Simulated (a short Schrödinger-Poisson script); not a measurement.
Stack: MOS inversion layer, SiO2 on p-type Si(100), at 400 K.

From the gate side: 1.7 nm SiO2; 360 nm Si, acceptors 1.4e18 cm⁻³.

The device is made up for the run: typed textbook-type constants, with dimensions and the other settings drawn at random. SiO2: permittivity 3.9, conduction-band edge (eV) 3.15, gap (eV) 9, electron mass (mₑ) 0.5. Si: permittivity 11.7, conduction-band edge (eV) 0, gap (eV) 1.124, Nv at 300 K (cm⁻³) 3.1e19.

Channel valleys (confinement mass, in-plane density-of-states mass, number): Δ2 0.916, 0.19, 2; Δ4 0.19, 0.417, 4. At the gate the conduction-band edge of layer 1 lies 3.28 eV − eVg above the Fermi level of the channel; the field vanishes at the back. Gaps are held at their typed values at every temperature. Mesh 0.03 nm at interfaces.

From a short Schrödinger-Poisson script (our own, NumPy): 1D Poisson equation in equilibrium, electrons quantum, Hartree (BenDaniel-Duke, 12 states a valley, the channel's in-plane mass for all, wave functions free to enter the dielectric), parabolic valleys, classical holes, full ionisation, no traps, pinning or gate leakage.

```
Vg (V)  electrons (cm⁻²)  C (μF/cm²)  Δ2 E0 (meV from the Fermi level)  Δ4 E0 (meV from the Fermi level)
------  ----------------  ----------  --------------------------------  --------------------------------
0.25              2.02e9       0.328                             293.1                             355.7
0.3               6.31e9       0.334                             253.3                             317.0
0.35             1.95e10       0.365                             214.0                             278.7
0.4              5.72e10       0.457                             176.3                             242.0
0.45             1.50e11       0.641                             142.5                             209.3
0.5              3.26e11       0.874                             114.9                             182.9
0.55             5.89e11        1.08                              93.7                             162.9
0.6              9.18e11        1.22                              77.5                             147.8
0.65             1.29e12        1.32                              64.6                             136.3
0.7              1.70e12        1.40                              54.1                             127.0
0.75             2.13e12        1.45                              45.2                             119.4
0.8              2.58e12        1.49                              37.5                             112.9
0.85             3.04e12        1.52                              30.7                             107.4
0.9              3.52e12        1.55                              24.6                             102.4
0.95             4.00e12        1.57                              19.0                              98.1
1                4.48e12        1.58                              13.8                              94.1
1.05             4.98e12        1.60                               9.1                              90.5
1.1              5.48e12        1.61                               4.6                              87.1
1.15             5.98e12        1.63                               0.3                              84.0
```

Gate voltages with under 1e9 electrons/cm² are left out.

**Question.** At Vg = 1.15 V the lowest Δ2 subband lies at 0.3 meV from the Fermi level. How many electrons does it hold, and what share of all?

**Answer.** The two-dimensional density of states is g m/(πħ²) = 1.59e11 cm⁻² meV⁻¹ (both spins), kT = 34.5 meV, so n = D kT ln(1 + exp(−E/kT)) = 3.76e12 cm⁻², 0.63 of the 5.98e12 cm⁻² in all.

**Question.** Compare the slope of the sheet density between 1.05 and 1.15 V with the geometric capacitance of the layers between gate and channel.

**Answer.** q Δn/ΔV = 1.60 μF/cm²; ε0/Σ(t/ε) = 2.03 μF/cm². The ratio is 0.79: the channel acts as a further capacitance in series.
